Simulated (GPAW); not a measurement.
Worked example: self-consistent single point of Al2Pt (Fm-3m, 3 atoms in the cell) in GPAW

Computed with PBE, GPAW PAW datasets PBE (gpaw-data 1.0.1) (plane waves; GPAW).

This input was run:

```python
from ase import Atoms
from ase.units import GPa
from gpaw import GPAW, PW

atoms = Atoms(['Al', 'Al', 'Pt'],
              cell=[[0.000000, 2.984855, 2.984855],
                    [2.984855, 0.000000, 2.984855],
                    [2.984855, 2.984855, 0.000000]],
              scaled_positions=[[0.250000, 0.250000, 0.250000],
                                [0.750000, 0.750000, 0.750000],
                                [0.000000, 0.000000, 0.000000]],
              pbc=True)

calc = GPAW(mode=PW(600),
            xc='PBE',
            kpts=(7, 7, 7),
            occupations={'name': 'methfessel-paxton', 'width': 0.136, 'order': 0},
            nbands=-11,
            convergence={'density': 1e-05},
            symmetry={'symmorphic': False, 'tolerance': 0.0005},
            maxiter=100,
            txt='-')

atoms.calc = calc

energy = atoms.get_potential_energy()
print('Energy (eV):', round(energy, 6))
forces = atoms.get_forces()
print('Forces (eV/Ang):')
print(forces.round(5))
stress = atoms.get_stress()
print('Stress (GPa, Voigt):', (stress / GPa).round(4))
```

The program printed (abridged):

```
Input parameters:
  convergence: {density: 1e-05}
  kpts: [7 7 7]
  maxiter: 100
  mode: {ecut: 600.0,
         name: pw}
  nbands: -11
  occupations: {name: methfessel-paxton,
                order: 0,
                width: 0.136}
  symmetry: {symmorphic: False,
             tolerance: 0.0005}
  xc: PBE

species:
  Al:
    name: Aluminium
    Z: 13.0
    valence: 3
    core: 10
    charge: 0.0
    file: Al.PBE.gz

    # Using partial waves for Al as LCAO basis

  Pt:
    name: Platinum
    Z: 78.0
    valence: 16
    core: 62
    charge: 0.0
    file: Pt.PBE.gz

    # Using partial waves for Pt as LCAO basis

Reference energy: -513582.209297  # eV

Spin-paired calculation

Convergence criteria:
 Maximum [total energy] change in last 3 cyles: 0.0005 eV / valence electron
 Maximum integral of absolute [dens]ity change: 1e-05 electrons / valence electron
 Maximum integral of absolute [eigenst]ate change: 4e-08 eV^2 / valence electron
 Maximum number of scf [iter]ations: 100

Symmetries present (total): 48
Symmetries with fractional translations: 0
343 k-points: 7 x 7 x 7 Monkhorst-Pack grid
20 k-points in the irreducible part of the Brillouin zone
       k-points in crystal coordinates                weights
   0:     0.00000000    0.00000000    0.00000000          1/343
   1:     0.14285714    0.14285714    0.00000000          6/343
   2:     0.14285714    0.14285714    0.14285714          8/343
   [... 7 lines left out ...]
          ...
  19:     0.42857143    0.42857143    0.42857143          8/343

Wave functions: Plane wave expansion
  Cutoff energy: 600.000 eV
  Number of coefficients (min, max): 1748, 1807
  Pulay-stress correction: 0.000000 eV/Ang^3 (de/decut=0.000000)

Occupation numbers: Methfessel-Paxton:
  width: 0.1360  # eV
  order: 0

Eigensolver

Densities:
  Coarse grid: 24*24*24 grid
  Fine grid: 48*48*48 grid
  Total Charge: 0.000000

Density mixing:
  Method: separate
  Backend: pulay
  Linear mixing parameter: 0.05
  old densities: 5
  Damping of long wavelength oscillations: 50

Hamiltonian:
  XC and Coulomb potentials evaluated on a 48*48*48 grid
  External potential:
    NoExternalPotential

XC parameters: PBE with 2 nearest neighbor stencil

Number of atoms: 3
Number of atomic orbitals: 20
Number of bands in calculation: 22
Number of valence electrons: 22
Bands to converge: occupied

Density initialized from atomic densities
  20 bands from LCAO basis set
  2 bands from random numbers

Atomic positions and initial magnetic moments

Positions:
   0 Al     1.492428    1.492428    1.492428    ( 0.0000,  0.0000,  0.0000)
   1 Al     4.477283    4.477283    4.477283    ( 0.0000,  0.0000,  0.0000)
   2 Pt     0.000000    0.000000    0.000000    ( 0.0000,  0.0000,  0.0000)

Unit cell:
           periodic     x           y           z      points  spacing
  1. axis:    yes    0.000000    2.984855    2.984855    24     0.1436
  2. axis:    yes    2.984855    0.000000    2.984855    24     0.1436
  3. axis:    yes    2.984855    2.984855    0.000000    24     0.1436

  Lengths:   4.221222   4.221222   4.221222
  Angles:   60.000000  60.000000  60.000000

Effective grid spacing dv^(1/3) = 0.1567

     iter     time        total  log10-change:
                         energy   eigst   dens
iter:   1 --:--:--   -17.220115
iter:   2 --:--:--   -17.042445   -1.47  -1.15
iter:   3 --:--:--   -16.597724   -1.37  -1.17
iter:   4 --:--:--   -16.538304   -2.40  -1.36
iter:   5 --:--:--   -16.475797   -2.64  -1.37
iter:   6 --:--:--   -16.574660   -2.19  -2.22
iter:   7 --:--:--   -16.495102   -2.79  -1.87
iter:   8 --:--:--   -16.476448   -2.97  -2.03
iter:   9 --:--:--   -16.476342   -4.21  -2.92
iter:  10 --:--:--   -16.476687c  -4.72  -3.23
iter:  11 --:--:--   -16.476460c  -4.69  -3.11
iter:  12 --:--:--   -16.476461c  -6.35  -4.04
iter:  13 --:--:--   -16.476463c  -7.20  -4.11
iter:  14 --:--:--   -16.476463c  -7.95c -4.11
iter:  15 --:--:--   -16.476462c  -7.50c -4.14
iter:  16 --:--:--   -16.476462c  -8.10c -4.20
iter:  17 --:--:--   -16.476460c  -7.16  -4.26
iter:  18 --:--:--   -16.476460c  -8.47c -4.78
iter:  19 --:--:--   -16.476460c -10.34c -5.20c

Converged after 19 iterations.

Dipole moment: (-0.000000, -0.000000, -0.000000) |e|*Ang

Energy contributions relative to reference atoms: (reference = -513582.209297)

Kinetic:         -3.244716
Potential:       +2.387742
External:        +0.000000
XC:             -15.199782
Entropy (-ST):   -0.018018
Local:           -0.410696
SIC:             +0.000000
--------------------------
Free energy:    -16.485469
Extrapolated:   -16.476460

Showing only first 2 kpts
 Kpt  Band  Eigenvalues  Occupancy
  0     9     10.02214    0.00000
  0    10     11.09723    0.00000
  0    11     11.09723    0.00000
  0    12     11.09724    0.00000

  1     9      9.30679    0.00000
  1    10      9.30679    0.00000
  1    11      9.51202    0.00000
  1    12     10.06003    0.00000

Fermi level: 7.26608

No gap
No difference between direct/indirect transitions
Energy (eV): -16.47646

Forces in eV/Ang:
  0 Al    0.00000   -0.00000   -0.00000
  1 Al    0.00000   -0.00000   -0.00000
  2 Pt   -0.00000    0.00000    0.00000

Stress tensor:
     0.006494     0.000000     0.000000
     0.000000     0.006494    -0.000000
     0.000000    -0.000000     0.006494
Stress (GPa, Voigt): [ 1.0404  1.0404  1.0404 -0.      0.      0.    ]
```

The run converged in 19 iterations. GPAW prints stress with tension positive.

The starting cell comes from a database of computed structures (which also holds hypothetical and non-ambient phases and stackings), without a prior relaxation at this level. Its lattice was rescaled by a random factor within 2.5 % of one. Spin-orbit coupling is off. Spin polarisation is off.
